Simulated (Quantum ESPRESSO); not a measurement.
```yaml
crystal:
  lattice:
    - [2.95307, 0.00000, 0.00000]
    - [0.00000, 3.29181, 0.00000]
    - [0.00000, 0.00000, 4.69382]
  atoms:
    - { symbol: Si, position: [0.00000, 0.00000, 0.15686] }
    - { symbol: Si, position: [0.50000, 0.50000, 0.84314] }
    - { symbol: Ni, position: [0.00000, 0.00000, 0.65750] }
    - { symbol: Ni, position: [0.50000, 0.50000, 0.34250] }
```

Level of theory: LDA (PZ), PSlibrary PAW (LDA) pseudopotentials (plane waves; Quantum ESPRESSO 7.5).

The set-up and first iterations of a Quantum ESPRESSO log for SiNi (Pmmn, 4 atoms in the cell):

```
     file Si.pz-n-kjpaw_psl.1.0.0.UPF: wavefunction(s)  3S 3P renormalized
     file Ni.pz-n-kjpaw_psl.1.0.0.UPF: wavefunction(s)  4S 3D renormalized
     Message from routine setup:
     using ibrav=0 with symmetry is DISCOURAGED, use correct ibrav instead
     G-vector sticks info
     --------------------
     sticks:   dense  smooth     PW     G-vecs:    dense   smooth      PW
     Sum         833     549    163                27021    14691    2473

     bravais-lattice index     =            0
     lattice parameter (alat)  =       5.5805  a.u.
     unit-cell volume          =     307.9156 (a.u.)^3
     number of atoms/cell      =            4
     number of atomic types    =            2
     number of electrons       =        28.00
     number of Kohn-Sham states=           18
     kinetic-energy cutoff     =      50.0000  Ry
     charge density cutoff     =     300.0000  Ry
     scf convergence threshold =      1.0E-10
   [... lines left out ...]

     site n.     atom                  positions (alat units)
         1        Si     tau(   1) = (   0.0000000   0.0000000   0.2493245  )
         2        Si     tau(   2) = (   0.5000000   0.5573540   1.3401471  )
         3        Ni     tau(   3) = (   0.0000000   0.0000000   1.0450776  )
         4        Ni     tau(   4) = (   0.5000000   0.5573540   0.5443940  )

   Crystallographic axes

     site n.     atom                  positions (cryst. coord.)
         1        Si     tau(   1) = (  0.0000000  0.0000000  0.1568600  )
         2        Si     tau(   2) = (  0.5000000  0.5000000  0.8431400  )
         3        Ni     tau(   3) = (  0.0000000  0.0000000  0.6575000  )
         4        Ni     tau(   4) = (  0.5000000  0.5000000  0.3425000  )

     number of k points=    60  Fermi-Dirac smearing, width (Ry)=  0.0037
                       cart. coord. in units 2pi/alat
        k(    1) = (   0.0000000   0.0000000   0.0000000), wk =   0.0071429
        k(    2) = (   0.0000000   0.0000000   0.1258280), wk =   0.0142857
        k(    3) = (   0.0000000   0.0000000   0.2516560), wk =   0.0142857
   [... 57 lines left out ...]

     Dense  grid:    27021 G-vectors     FFT dimensions: (  32,  36,  50)

     Smooth grid:    14691 G-vectors     FFT dimensions: (  30,  30,  40)

     Initial potential from superposition of free atoms

     starting charge      27.9986, renormalised to      28.0000
     Self-consistent Calculation

     iteration #  1     ecut=    50.00 Ry     beta= 0.70

---- Real-time Memory Report at c_bands before calling an iterative solver
           132 MiB given to the printing process from OS
            56 MiB allocation reported by mallinfo(arena+hblkhd)
------------------

     negative rho (up, down):  1.499E+00 0.000E+00

     total energy              =    -450.74291796 Ry
     estimated scf accuracy    <       3.60669847 Ry

     iteration #  2     ecut=    50.00 Ry     beta= 0.70

---- Real-time Memory Report at c_bands before calling an iterative solver
           171 MiB given to the printing process from OS
            65 MiB allocation reported by mallinfo(arena+hblkhd)
------------------

     negative rho (up, down):  2.555E+01 0.000E+00

     total energy              =    -817.62740285 Ry
     estimated scf accuracy    <32196682.06957969 Ry

     iteration #  3     ecut=    50.00 Ry     beta= 0.70

---- Real-time Memory Report at c_bands before calling an iterative solver
           171 MiB given to the printing process from OS
            65 MiB allocation reported by mallinfo(arena+hblkhd)
------------------

     negative rho (up, down):  3.458E+01 0.000E+00

     total energy              =   -6676.12642442 Ry
     estimated scf accuracy    <31972313.27213393 Ry
```

Will this run converge, and how will it end?

The run ended unconverged after 100 iterations. It gives no final result for the task that was set. Warnings to mind: c_bands:  2 eigenvalues not converged; c_bands:  3 eigenvalues not converged; c_bands:  4 eigenvalues not converged. The log goes on:

```
   [... 95 blocks of this kind left out ...]

     iteration # 99     ecut=    50.00 Ry     beta= 0.70

---- Real-time Memory Report at c_bands before calling an iterative solver
   [... lines left out ...]
            69 MiB allocation reported by mallinfo(arena+hblkhd)
------------------

     negative rho (up, down):  4.910E+01 0.000E+00

     total energy              =   -2485.63453256 Ry
     estimated scf accuracy    <32932656.04536132 Ry

     iteration #100     ecut=    50.00 Ry     beta= 0.70

---- Real-time Memory Report at c_bands before calling an iterative solver
           175 MiB given to the printing process from OS
            69 MiB allocation reported by mallinfo(arena+hblkhd)
------------------

     negative rho (up, down):  4.809E+01 0.000E+00

     total energy              =   -2498.46367703 Ry
     estimated scf accuracy    <32924868.52630388 Ry
     End of self-consistent calculation

     convergence NOT achieved after 100 iterations: stopping

   JOB DONE.
```

The starting cell comes from a database of computed structures (which also holds hypothetical and non-ambient phases and stackings), without a prior relaxation at this level. Its lattice was rescaled by a random factor within 2.5 % of one.

The run was DFT, LDA (PZ), plane waves, PSlibrary PAW (LDA) pseudopotentials. Main settings of its input:

ecutwfc: 50 Ry
ecutrho: 300 Ry
occupations: smearing
smearing: fermi-dirac
degauss: 0.0036749 Ry
potentials: {Si: Si.pz-n-kjpaw_psl.1.0.0.UPF, Ni: Ni.pz-n-kjpaw_psl.1.0.0.UPF}
K_POINTS: automatic 8 7 5 0 0 0
conv_thr: 1e-10 Ry
